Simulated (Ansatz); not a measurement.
**SiO2, pressure series**

Start from SiO$_{2}$ in the rutile structure (space group P4_2/mnm, No. 136; a = 4.2362 Å, c = 2.6905 Å).

Cell and atoms are relaxed at each pressure.

Level of theory: Kohn–Sham DFT with the PBE functional, run in Ansatz (a quantum-chemistry and plane-wave program) with PAW and 420 eV plane waves, no spin-orbit coupling.

| variant | c/a ratio | volume per atom | band gap |
|---|---|---|---|
| base | 0.635 | 8.05 Å³ | 5.04 eV |
| pressure −2 GPa | 0.634 | 8.11 Å³ | 4.93 eV |
| pressure −1 GPa | 0.634 | (withheld) | 4.98 eV |
| pressure 0.9 GPa | 0.636 | 8.02 Å³ | 5.09 eV |
| pressure 2.1 GPa | 0.636 | 7.98 Å³ | 5.15 eV |
| pressure 4.5 GPa | 0.638 | 7.91 Å³ | 5.28 eV |
| pressure 9 GPa | 0.640 | 7.80 Å³ | 5.51 eV |
| pressure 15 GPa | 0.642 | 7.65 Å³ | 5.81 eV |
| pressure 22.5 GPa | (withheld) | 7.49 Å³ | 6.16 eV |

### Question
Complete the table.

### Answer

- pressure −1 GPa, volume per atom: 8.08 Å³
- pressure 22.5 GPa, c/a ratio: 0.644

Load acts through the strain it causes; cell and atoms are relaxed under it. Whether these cells are dynamically stable was not tested. Competing high-pressure phases were not computed.
